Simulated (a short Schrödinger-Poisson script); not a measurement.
Stack: gated Al0.3Ga0.7N/GaN polarisation-induced gas, at 300 K.

```tsv
layer	material	thickness (nm)	Na (cm⁻³)
1	Al0.3Ga0.7N	20	-
2	GaN	6000	3e14
```

The device is made up for the run: typed textbook-type constants, with dimensions and the other settings drawn at random. Al0.3Ga0.7N: permittivity 9.32, conduction-band edge (eV) 0.414, gap (eV) 4.021, electron mass (mₑ) 0.236, Nv at 300 K (cm⁻³) 4.6e19. GaN: permittivity 9.5, conduction-band edge (eV) 0, gap (eV) 3.43, Nv at 300 K (cm⁻³) 4.6e19.

Channel valleys (confinement mass, in-plane density-of-states mass, number): Γ 0.2, 0.2, 1. At the gate the conduction-band edge of layer 1 lies 1.43 eV − eVg above the Fermi level of the channel; the field vanishes at the back. Sheet of polarisation charge: +1.5e13 e/cm² at 20 nm from the gate. The barrier under the gate holds no holes. Gaps are held at their typed values at every temperature. Mesh 0.08 nm at interfaces.

Solved with a short Schrödinger-Poisson script written for these runs: 1D Poisson equation in equilibrium, electrons quantum, Hartree plus LDA exchange-correlation (BenDaniel-Duke, 40 states a valley, the channel's in-plane mass for all, wave functions free to enter the barrier), parabolic valleys, classical holes, full ionisation, no traps, pinning or gate leakage.

Question: List the lowest subbands of each valley and their electrons at Vg = 0.5 V.

Answer: 
| valley | subband | energy from the Fermi level (meV) | electrons (cm⁻²) | share (%) |
|---|---|---|---|---|
| Γ | 0 | -133.9 | 1.12e13 | 88.2 |
| Γ | 1 | 10.0 | 1.12e12 | 8.8 |
| Γ | 2 | 59.2 | 2.09e11 | 1.6 |

All electrons: 1.27e13 cm⁻².
